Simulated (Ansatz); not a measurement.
Take LaN in the zinc blende structure (space group F-43m, No. 216; a = 5.546 Å; a hypothetical phase, not in the database extracts checked) as the base.

The change: a hydrostatic pressure of 0.3 GPa.

Levels (all Ansatz, a first-principles code, PAW): PBEsol (420 eV, no spin-orbit coupling); PBEsol+SOC (420 eV, spin-orbit coupling included).

The geometry is relaxed with PBEsol.

```
Item                          Value
--------------------------  -------
PBEsol band gap             1.07 eV
PBEsol smallest direct gap  2.23 eV
```

With PBEsol+SOC at the same geometry, the band gap drops by 0.09 eV, from 1.07 eV to 0.98 eV; the hole mass is 0.68 mₑ along k, 0.99 mₑ across (at X); the smallest direct gap decreases by 0.094 eV to 2.13 eV.

Single points use the geometry relaxed with PBEsol. The spin-orbit shifts are approximate. Load acts through the strain it causes; cell and atoms are relaxed under it. Masses are band curvatures over ±0.01 Å⁻¹ around the edge. Along k means along the line from Γ to the band edge. Whether these cells are dynamically stable was not tested.
